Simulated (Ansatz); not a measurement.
# Effect of uniaxial strain ε_zz = +1.80 % on TiO2

Base system: TiO₂ in the anatase structure (space group I4_1/amd, No. 141; a = 3.799 Å, c = 9.701 Å). Axes: x, y, z lie along a, b, c of the conventional cell.

It is then changed as follows: uniaxial strain ε_zz = +1.80 %, all other strain components held at zero; the atoms relax in the strained cell.

The values are results of PBE (Ansatz, a quantum-chemistry and plane-wave program; PAW; 420 eV plane waves; no spin-orbit coupling), not measurements. Settings: 12×12×12 k-points, 0.05 eV Fermi–Dirac smearing.

| quantity | base | changed | shift |
|---|---|---|---|
| volume per atom | 11.67 Å³ | 11.88 Å³ | +0.21 Å³ |
| space group | I4_1/amd (No. 141) | I4_1/amd (No. 141) | – |
| shortest interatomic distance | 1.946 Å | 1.952 Å | +0.006 Å |
| energy relative to the base (free energy F) | 0 meV/atom | +2.2 meV/atom | +2.2 meV/atom |
| pressure (mean of the normal stresses, compression positive) | 0.00 GPa | -2.77 GPa | -2.77 GPa |
| band gap | 2.13 eV | 2.17 eV | +0.04 eV |
| width of the top valence band | 0.84 eV | 0.77 eV | -0.07 eV |
| largest internal atomic displacement | – | 0.020 Å | – |
| stress (xx, yy, zz, yz, xz, xy; compression positive) | – | (-2.47, -2.47, -3.36, 0.00, 0.00, 0.00) GPa | – |

Whether these cells are dynamically stable was not tested. The final runs are not spin-polarised.
